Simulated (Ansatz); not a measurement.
Formation energy of the bound charge states of Nb on the Si site in 4H silicon carbide (start: the Si(h) site; 96-site cell, 2×2×2 shifted sampling) against the Fermi level, Si-rich (Δμ(Si) = 0.00 eV, Δμ(Nb) = -1.10 eV, bounded by Nb5Si3 (I4/mcm); only phases computed here count, gases as isolated molecules at 0 K). Level of theory: PBE, PAW (plane waves to 420 eV; Ansatz, a program for electronic structure).

Cell and caveats: 96-site cell; 2×2×2 shifted k-points; host gap 2.23 eV; charged states image-corrected; energies good to tenths of an eV; flagged in the runs: a host whose relaxation on this sampling wasn't shown to rest, a strain field that reaches the edge of the cell.

Left out: charge +2 (carrier in host band states); charge −1 (carrier in host band states).

| E_F − E_VBM (eV) | q = +1 | q = 0 |
|---|---|---|
| 0.00 | 2.89 | 4.53 |
| 0.28 | 3.17 | 4.53 |
| 0.56 | 3.45 | 4.53 |
| 0.83 | 3.73 | 4.53 |
| 1.11 | 4.00 | 4.53 |
| 1.39 | 4.28 | 4.53 |
| 1.67 | 4.56 | 4.53 |
| 1.95 | 4.84 | 4.53 |
| 2.23 | 5.12 | 4.53 |

Crossings of the lowest lines: (+1/0) at 1.64 eV.
